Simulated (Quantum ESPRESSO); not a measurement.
**Habitual settings against a tight run: LaRu2 (Fd-3m, 6 atoms in the cell)**

Self-consistent single point.

```
LaRu2
1.0
   -3.84293     0.00000     3.84293
    0.00000     3.84293     3.84293
   -3.84293     3.84293     0.00000
La Ru
2 4
Direct
  0.25000   0.25000   0.25000
  0.00000   0.00000   0.00000
  0.62500   0.62500   0.12500
  0.62500   0.12500   0.62500
  0.62500   0.62500   0.62500
  0.12500   0.62500   0.62500
```

Method: LDA (PZ), GBRV 1.5 ultrasoft (LDA) pseudopotentials (plane waves; Quantum ESPRESSO).

Base settings: ecutwfc = 40 Ry; ecutrho = 320 Ry; occupations = smearing; smearing = cold; degauss = 0.0147 Ry; potentials = {La: la_lda_v1.uspp.F.UPF, Ru: ru_lda_v1.2.uspp.F.UPF}; K_POINTS = automatic 5 5 5 0 0 0; conv_thr = 1e-09 Ry.

Tight run (finer mesh or higher cutoff; not a proven limit): ecutwfc: 40 Ry → 56 Ry; ecutrho: 320 Ry → 448 Ry; conv_thr: 1e-09 Ry → 7.3e-11 Ry; K_POINTS: automatic 5 5 5 0 0 0 → automatic 7 7 7 0 0 0. It gave Fermi level (on the code's own zero) 17.98 eV; pressure -8.27 GPa.

Quick runs, as changes from the base:
- A: the base itself
- B: ecutwfc: 40 Ry → 32 Ry; ecutrho: 320 Ry → 256 Ry; smearing: cold → fd; degauss: 0.0147 Ry → 0.036749 Ry; K_POINTS: automatic 5 5 5 0 0 0 → automatic 2 2 2 0 0 0
- C: ecutwfc: 40 Ry → 20 Ry; ecutrho: 320 Ry → 160 Ry; degauss: 0.0147 Ry → 0.036749 Ry; K_POINTS: automatic 5 5 5 0 0 0 → automatic 4 4 4 1 1 1
- D: ecutwfc: 40 Ry → 28 Ry; ecutrho: 320 Ry → 224 Ry; conv_thr: 1e-09 Ry → 7.3e-05 Ry; K_POINTS: automatic 5 5 5 0 0 0 → automatic 4 4 4 0 0 0
- E: ecutwfc: 40 Ry → 20 Ry; ecutrho: 320 Ry → 160 Ry; K_POINTS: automatic 5 5 5 0 0 0 → automatic 2 2 2 0 0 0

Energies are extrapolated to zero smearing width, which holds to low order in the width alone (under cold and Methfessel-Paxton smearing the free energy itself is taken).

Dashes: pressure of D, not trusted under this conv_thr with d or f elements; time of E, under 30 s.

The count of work is k-points × plane waves × bands × iterations; it is no time. Core times come from one kind of shared machine and are given to one figure; runs under 30 s give none.

The starting cell comes from a database of computed structures (which also holds hypothetical and non-ambient phases and stackings), without a prior relaxation at this level. Its lattice was rescaled by a random factor within 2.5 % of one. Spin polarisation is off. In the base run, with a pressure of about -8 GPa the cell is away from its equilibrium volume at this level.

```tsv
run	energy less tight (meV/atom)	pressure less tight (GPa)	count of work / tight	core time / tight (rough)
A	-8.5	-0.17	0.32	0.4
B	-111.4	0.78	0.056	0.1
C	4854.5	-193.47	0.086	0.1
D	220.5	–	0.087	0.1
E	4677.1	-190.13	0.026	–
```

Among the runs at the tight run's level, the energy misses run from 8.5 to 4854.5 meV/atom.

Left out of this page: 1 run of the series outside the window shown, repeating another row's setting, or not comparable.
